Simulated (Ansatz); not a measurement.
Density of states of CaZrTlF7 (Cmcm, 20 atoms in the cell).

```
CaZrTlF7
1.0
    3.50377    -5.66776     0.00000
    3.50377     5.66776     0.00000
    0.00000     0.00000     8.65100
Ca Zr Tl F
2 2 2 14
Direct
  0.30876   0.69124   0.75000
  0.69124   0.30876   0.25000
  0.69263   0.30737   0.75000
  0.30737   0.69263   0.25000
  0.00000   0.00000   0.50000
  0.00000   0.00000   0.00000
  0.93537   0.65145   0.75000
  0.06463   0.34855   0.25000
  0.65145   0.93537   0.25000
  0.34855   0.06463   0.75000
  0.70106   0.29894   0.51323
  0.29894   0.70106   0.48677
  0.29894   0.70106   0.01323
  0.70106   0.29894   0.98677
  0.51023   0.48977   0.75000
  0.48977   0.51023   0.25000
  0.02252   0.32832   0.75000
  0.97748   0.67168   0.25000
  0.32832   0.02252   0.25000
  0.67168   0.97748   0.75000
```

Level of theory: PBEsol, default PAW files made with PBE (plane waves; Ansatz, a program for electronic structure).

SCF settings: kpoints.mp_grid.grid = 4 4 3; kpoints.mp_grid.shift = 0.5 0.5 0.5; hamiltonian.xc = pbesol; hamiltonian.pseudopotentials = {kind: paw} (the program's default PAW files); scf.occupations.method = fixed. Keys of the DOS step: output.dos.nscf_kmesh.grid = 4 4 3.

The starting cell comes from a database of computed structures (which also holds hypothetical and non-ambient phases and stackings), without a prior relaxation at this level. Spin-orbit coupling is off.

Total DOS (both spins), as means of the tabulated values in each energy bin; the zero is the program's Fermi level or highest filled level, and the curve is cut to this window:

(E (eV), states/eV/cell): (-7.75, 40.0); (-7.25, 0.00); (-6.75, 0.00); (-6.25, 0.00); (-5.75, 0.00); (-5.25, 0.00); (-4.75, 0.00); (-4.25, 0.00); (-3.75, 8.39); (-3.25, 17.7); (-2.75, 22.2); (-2.25, 28.9); (-1.75, 33.0); (-1.25, 38.0); (-0.75, 12.0); (-0.25, 15.9); (0.25, 0.00); (0.75, 0.00); (1.25, 0.00); (1.75, 0.00); (2.25, 0.00); (2.75, 0.00); (3.25, 0.00); (3.75, 0.00); (4.25, 0.00); (4.75, 0.00); (5.25, 0.00); (5.75, 19.0)

The gap on the SCF mesh is 5.64 eV.

Keys are those of Ansatz 0.2.
